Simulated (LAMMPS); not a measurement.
LAMMPS 22 Jul 2025, classical MD, AIREBO (CH.airebo): C, 512 atoms.

```
Property                                                                                      Result
-----------------------------------------------  ---------------------------------------------------
task                                                                                         MD, nve
potential                                                                          AIREBO, CH.airebo
copies of the repeat unit                                                                      4×4×4
shape (slab and sphere leave vacuum in the box)                                                 bulk
steps                                                                                            400
timestep                                                                                      0.5 fs
thermo                                                                                            50
newton                                                                                  on (default)
atom_modify sort (bins of 2 Å where set)                                              1000 (default)
comm_style                                                                           brick (default)
box                                                                             14.3 × 14.3 × 14.3 Å
start                                            generated diamond lattice, warmed in an untimed run
```

All runs start from one configuration, warmed at this fixed volume for 300 steps under a thermostat at 900 K. The run at a skin of 2 Å has a mean temperature of 905 K and a mean pressure of 4.6 GPa.

Single runs; times are not shown.

With neigh_modify every 1 delay 0 check yes, skins of 0.1, 0.3, 0.5, 1, 1.5, 2, 3 Å were run. Further schedules:
- skin 2 Å, every 100 delay 0 check no
- skin 1 Å, every 100 delay 0 check no
- skin 2 Å, every 1 delay 10 check yes
- skin 0.3 Å, every 10 delay 0 check yes
- skin 1 Å, every 20 delay 0 check no
- skin 2 Å, every 20 delay 0 check no
- skin 0.3 Å, every 100 delay 0 check no

A schedule rebuilds too seldom if it shows a dangerous build, rebuilds less often than the check at every step does at that skin, or fails.

Which schedules can miss pairs here, and how do rebuilds depend on the skin?

With the check at every step the rebuilds are 105 at 0.1 Å, 37 at 0.3 Å, 19 at 0.5 Å, 0 at 1 Å, 0 at 1.5 Å, 0 at 2 Å, 0 at 3 Å. Too seldom: skin 0.3 Å, every 10 delay 0 check yes; skin 0.3 Å, every 100 delay 0 check no.

| setting | rebuilds | dangerous builds | list entries an atom | change of the total energy (meV/atom) |
|---|---|---|---|---|
| skin 0.1 Å, every 1 delay 0 check yes | 105 | — | 799 | −0.0019 |
| skin 0.3 Å, every 1 delay 0 check yes | 37 | — | 860 | −0.0019 |
| skin 0.5 Å, every 1 delay 0 check yes | 19 | — | 900 | −0.0019 |
| skin 1 Å, every 1 delay 0 check yes | 0 | — | 1060 | −0.0019 |
| skin 1.5 Å, every 1 delay 0 check yes | 0 | — | 1190 | −0.0019 |
| skin 2 Å, every 1 delay 0 check yes | 0 | — | 1350 | −0.0019 |
| skin 3 Å, every 1 delay 0 check yes | 0 | — | 1720 | −0.0019 |
| skin 2 Å, every 100 delay 0 check no | 4 | not counted | 1350 | −0.0019 |
| skin 1 Å, every 100 delay 0 check no | 4 | not counted | 1060 | −0.0019 |
| skin 2 Å, every 1 delay 10 check yes | 0 | 0 | 1350 | −0.0019 |
| skin 0.3 Å, every 10 delay 0 check yes | 25 | 11 | 860 | −0.0019 |
| skin 1 Å, every 20 delay 0 check no | 20 | not counted | 1060 | −0.0019 |
| skin 2 Å, every 20 delay 0 check no | 20 | not counted | 1350 | −0.0019 |
| skin 0.3 Å, every 100 delay 0 check no | 4 | not counted | 860 | −0.0019 |

Where the energy changes as in the checked runs, the late rebuilds cost nothing that shows in this run. List entries are as LAMMPS prints them (Ave neighs/atom).
